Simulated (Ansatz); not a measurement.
A hypothetical phase is included: elements placed on a structure type, which no database files for this compound.

By PBEsol, the system below comes out a metal.

The ballistic (Sharvin) conductance counts the channels at the Fermi level: G/A = (e²/h) × channels of both spins per area.

Here is the system:

```
CELL_PARAMETERS angstrom
      4.10104     0.00000     0.00000
      0.00000     4.10104     0.00000
      2.05052    -2.05052     2.89987
ATOMIC_POSITIONS crystal
  Ga 0.25000 0.25000 0.50000
  Ga 0.50000 0.50000 0.00000
```

The cell was relaxed by PBE-D3(BJ); by PBEsol it stands under a pressure of -0.9 GPa.

The current flows along the normal of the first two printed cell vectors, the (001) plane of the conventional cell. No spin-orbit coupling; the value is a mean over 0.1 eV about the Fermi level.

**Question.** Predict the ballistic conductance per area from PBEsol (Ansatz, an electronic-structure program).

**Answer.** 0.87 × 10¹⁵ S/m² for both spins.
